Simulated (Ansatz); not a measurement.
## Pressure series in SiO2

Base system: SiO2 (space group I4/mmm, No. 139; a = 8.972 Å, c = 5.251 Å; a cell from a computed database, its experimental status unchecked).

Cell and atoms are relaxed at each pressure.

Computed with PBEsol/PAW in Ansatz (an electronic-structure program), without spin-orbit coupling.

Notes on the quantities. enthalpy: H = E + PV relative to the base's energy.

| variant | band gap | electron mass | lattice parameter a | enthalpy |
|---|---|---|---|---|
| base | 5.48 eV | 0.60 mₑ (at Γ) | 8.972 Å | – |
| pressure −2 GPa | 5.42 eV | … | 9.029 Å | -0.22 eV/atom |
| pressure −1 GPa | 5.45 eV | 0.60 mₑ (at Γ) | 9.000 Å | -0.11 eV/atom |
| pressure 0.3 GPa | 5.48 eV | 0.60 mₑ (at Γ) | 8.964 Å | +0.03 eV/atom |
| pressure 0.7 GPa | 5.49 eV | 0.60 mₑ (at Γ) | 8.953 Å | +0.08 eV/atom |
| pressure 1.5 GPa | 5.51 eV | 0.60 mₑ (at Γ) | … | +0.16 eV/atom |
| pressure 3 GPa | 5.53 eV | 0.61 mₑ (at Γ) | 8.888 Å | +0.33 eV/atom |
| pressure 5 GPa | 5.54 eV | 0.62 mₑ (at Γ) | 8.833 Å | +0.54 eV/atom |
| pressure 7.5 GPa | 5.55 eV | 0.62 mₑ (at Γ) | … | +0.80 eV/atom |
| pressure 10 GPa | 5.54 eV | 0.63 mₑ (at Γ) | … | +1.06 eV/atom |

Question: Fill in the withheld entries from the trend.

Answer: 
- pressure −2 GPa, electron mass: 0.59 mₑ (at Γ)
- pressure 1.5 GPa, lattice parameter a: 8.929 Å
- pressure 7.5 GPa, lattice parameter a: 8.766 Å
- pressure 10 GPa, lattice parameter a: 8.699 Å

Load acts through the strain it causes; cell and atoms are relaxed under it. Masses are band curvatures over ±0.01 Å⁻¹ around the edge. Whether these cells are dynamically stable was not tested. No other phases were tried under pressure.
